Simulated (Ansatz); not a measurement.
# Phonon-limited transport in Ta (Im-3m)

Here is the system:

```
CELL_PARAMETERS angstrom
     -1.64114     1.64114     1.64114
      1.64114    -1.64114     1.64114
      1.64114     1.64114    -1.64114
ATOMIC_POSITIONS crystal
  Ta 0.00000 0.00000 0.00000
```

Level of theory: PBEsol, DFPT electron-phonon coupling, linearised Boltzmann equation (plane waves, PAW, scalar-relativistic; Ansatz, a quantum-chemistry and plane-wave program). How the cell was made: relaxed with this functional, without spin-orbit coupling.

```
Property                                                                                                                 Value
--------------------------------------------------------------------------------------------------  --------------------------
resistivity at 300 K                                                                                                12.6 μΩ·cm
resistivity at 77 K                                                                                                  2.2 μΩ·cm
electron mean free path at 300 K (weighted by the current that each state carries)                                      3.7 nm
resistivity times mean free path for one path shared by all states (from the Fermi surface's area)             4.1 ×10⁻¹⁶ Ω·m²
electron-phonon coupling λ                                                                                                0.95
transport coupling λ_tr                                                                                                   0.91
logarithmic mean phonon energy                                                                                        12.6 meV
density of states at the Fermi level                                                                0.63 states/(eV·spin·cell)
Drude plasma energy                                                                                                     9.1 eV
Hall coefficient at 300 K                                                                                      9.3 ×10⁻¹¹ m³/C
Tc for μ* = 0.10 (anisotropic Eliashberg)                                                                                9.7 K
Tc for μ* = 0.13 (anisotropic Eliashberg)                                                                                8.0 K
```

A metal at this level (no band gap). Only scattering by harmonic phonons is included (no impurities, grain boundaries, electron-electron scattering or thermal expansion). Spin-orbit coupling is left out, which matters with elements this heavy. For metals of groups 4 to 10, Tc at these values of μ* can lie well above the measured one. The self-energy correction of the phonons between q points moved λ by about 2 %. The run warned that the eigensolver left some states short of its tolerance. Halving the electron mesh (28x28x28) moves the resistivity by up to 2 % at 300 K, the mean free path by up to 2 %, the coupling by up to 1 %, Tc by up to 1 %. Smearing 0.20 eV; phonons on a 6x6x6 q mesh, which this run doesn't test and which matters most at low temperature. Tc comes from the anisotropic Migdal-Eliashberg equations with μ*, a chosen number, referred to 14.0 meV.
